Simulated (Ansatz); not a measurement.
**A computed series for Ge: response to strain**

The reference is Ge in the diamond structure (space group Fd-3m, No. 227; a = 5.6744 Å). Axes: x, y, z lie along the cube axes.

Strains are applied to the cell and any free atomic positions relax; under biaxial strain the out-of-plane vector relaxes too.

Computed with r2SCAN, PAW, 500 eV (Ansatz, a first-principles code; without spin-orbit coupling).

Candidates:
(a) biaxial strain +1.00 %, plane normal [001], relaxed out of plane
(b) biaxial strain +1.50 %, plane normal [001], relaxed out of plane
(c) biaxial strain +0.50 %, plane normal [001], relaxed out of plane

For the base:

```
Item       Result
--------  -------
Band gap  0.36 eV
```

Order them by band gap, highest first.

(c) biaxial strain +0.50 %, plane normal [001], relaxed out of plane (0.25 eV), (a) biaxial strain +1.00 %, plane normal [001], relaxed out of plane (0.14 eV), (b) biaxial strain +1.50 %, plane normal [001], relaxed out of plane (zero)

Whether these cells are dynamically stable was not tested. Gaps under 0.05 eV, about the width of the smearing, are given as zero. A zero or small gap of Ge under biaxial strain +1.00 %, plane normal [001], relaxed out of plane, Ge under biaxial strain +1.50 %, plane normal [001], relaxed out of plane and Ge under biaxial strain +0.50 %, plane normal [001], relaxed out of plane can be the functional's error rather than a property of the material.
